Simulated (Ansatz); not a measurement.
VN in the rock salt structure (space group Fm-3m, No. 225)

VN is taken in the cubic space group Fm-3m (No. 225), the rock salt structure, Pearson symbol cF8. Conventional cell: a = b = c = 4.0732 Å, α = β = γ = 90.00°. N on 4a sees 6 V at 2.037 Å (octahedral). V on 4b has 6 N at 2.037 Å (octahedral). (Neighbours: up to the widest gap in distance over summed covalent radii, below 1.35, at either atom; cation-cation and far metal-metal contacts left out.)
(The calculation used a cell of 2 atoms; values per cell refer to that cell.)

Method: PBEsol (Ansatz, a quantum-chemistry and plane-wave program; PAW; 420 eV plane waves; no spin-orbit coupling). Γ-centred 20×20×20 mesh, Fermi–Dirac width 0.05 eV.

The volume per atom is 8.45 Å³ and the density is 6.38 g/cm³. The band gap comes out as zero and the total energy is -1633.047 eV/atom (σ→0; compares only within this code and set-up).

Whether these cells are dynamically stable was not tested. Starting moments died away, wholly or in part, for the base; another magnetic solution may exist. All final runs are without spin polarisation.
